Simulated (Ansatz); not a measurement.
This concerns the formation energy of GaAs (zinc blende, F-43m) from the elements. Reaction: Ga (Cmce) + As (R-3m) → GaAs (zinc blende). The sign is products less reactants. The value is per atom of the solid.

GaAs (zinc blende, F-43m), 2 atoms in the cell. Conventional cell: a = 5.675 Å, b = 5.675 Å, c = 5.675 Å, α = 90.00°, β = 90.00°, γ = 90.00°.

Ansatz (a program for electronic structure) with PAW potentials; structures come from PBE+D3(BJ) relaxations, nuclei static, no net charge. Ansatz runs with its PAW set soft_1. Other levels take these structures. HSE06 runs on coarser k-point meshes, mended by the PBE difference between the two meshes. Some cells are metallic or hold partly filled levels, where a hybrid on a coarse mesh is less sure. The lattices are those relaxed with PBE+D3(BJ), so at other levels the solids can be strained, which adds to the spread. A dispersion term (D3(BJ), or D4 for r2SCAN) was computed beside these levels and is taken off wherever the name lacks it.

Measured enthalpy at 298 K, from tabulated formation enthalpies: -0.37 eV/atom (as tabulated in Zhang and co-workers, 2018, doi:10.1038/s41524-018-0065-z). It holds thermal and zero-point parts that the computed values lack, which would shift all levels alike, taken here as about 0.04 eV/atom at most.

Give the error of each level (PBE, LDA, PBEsol, RPBE, r2SCAN, HSE06) against measurement.


| Method | computed (eV/atom) | computed less measured |
|---|---|---|
| PBE | -0.36 | 0.01 |
| RPBE | -0.38 | -0.01 |
| LDA | -0.32 | 0.05 |
| PBEsol | -0.32 | 0.05 |
| r2SCAN | -0.47 | -0.10 |
| HSE06 | -0.48 | -0.11 |

PBE comes closest as the numbers stand, but a common shift within 0.04 eV/atom could hand that to RPBE or LDA or PBEsol; HSE06 misses by 0.11 eV/atom.
